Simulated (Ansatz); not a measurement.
Structures of equal composition on the (111) surface of germanium (Ge plane on top): (√3x√3)R30° Au adatom at H3; (√3x√3)R30° Au adatom at T4. The slabs share one bottom face, and each structure is named by its start. These are constructed structures in small cells; real faces may alloy, dewet or reconstruct in larger ones, and not all known structures of the face are among them. Slabs of about 13 Å, Fermi-Dirac smearing of 0.025 eV. Bottom of the slabs: H caps. Relaxed from the named starts with such symmetry as they have, on meshes of like density; energies extrapolated to zero smearing; spin only where a row says so; no spin-orbit coupling, no U. Brackets mark spin-polarised runs, whose order is one that fits the cell. Where a second, spin-polarised start was run, the lower counts.

Computed with r2SCAN, at the PBE geometry (plane waves to 500 eV, PAW; Ansatz, a first-principles code).

Task: Rank these by energy per 1x1 cell (lowest first), as r2SCAN, at the PBE geometry gives it.

Result: (√3x√3)R30° Au adatom at H3 (0.000 eV, no gap on the mesh), (√3x√3)R30° Au adatom at T4 (0.039 eV, no gap on the mesh)
